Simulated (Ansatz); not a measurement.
**Response to strain in Cu3N**

The reference is Cu₃N (space group Pm-3m, No. 221; a = 3.765 Å). Axes: x, y, z lie along the cube axes.

Strains are applied to the cell and any free atomic positions relax; under biaxial strain the out-of-plane vector relaxes too.

Computed with PBEsol (Ansatz, a quantum-chemistry and plane-wave program, PAW, no spin-orbit coupling), earlier PAW set.

Candidates:
(a) biaxial strain −1.22 %, plane normal [110], relaxed out of plane
(b) uniaxial strain ε_zz = +0.84 %
(c) biaxial strain −3.32 %, plane normal [110], relaxed out of plane

Notes on the quantities. energy relative to the base: free energy F.

Problem. Order them by energy relative to the base, lowest first.

Solution. (b) uniaxial strain ε_zz = +0.84 % (+0.8 meV/atom), (a) biaxial strain −1.22 %, plane normal [110], relaxed out of plane (+2.3 meV/atom), (c) biaxial strain −3.32 %, plane normal [110], relaxed out of plane (+18 meV/atom)

Whether these cells are dynamically stable was not tested. All final runs are without spin polarisation.
